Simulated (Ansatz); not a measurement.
The starting structures come from a database of crystals and need not be the phases stable at ambient conditions.

By PBEsol, the system below comes out a metal.

Input:

```
CELL_PARAMETERS angstrom
      2.75138     0.00000     0.00000
     -1.37569     2.38276     0.00000
      0.00000     0.00000     4.59616
ATOMIC_POSITIONS crystal
  Ir 0.66667 0.33333 0.75000
  Ir 0.33333 0.66667 0.25000
```

Space group of this cell: P6_3/mmc, hcp (Mg type). The cell is strained (lengths along the current scaled by 1.03, ions clamped); by PBEsol its mean pressure is -21.0 GPa.

The current flows along the normal of the first two printed cell vectors, the (001) (indices of the unstrained crystal) plane of the conventional cell. No spin-orbit coupling; the value is a mean over 0.1 eV about the Fermi level.

### Question
Give the ballistic conductance per area that PBEsol (Ansatz, a first-principles code) yields.

### Answer
2.3 × 10¹⁵ S/m² for both spins.
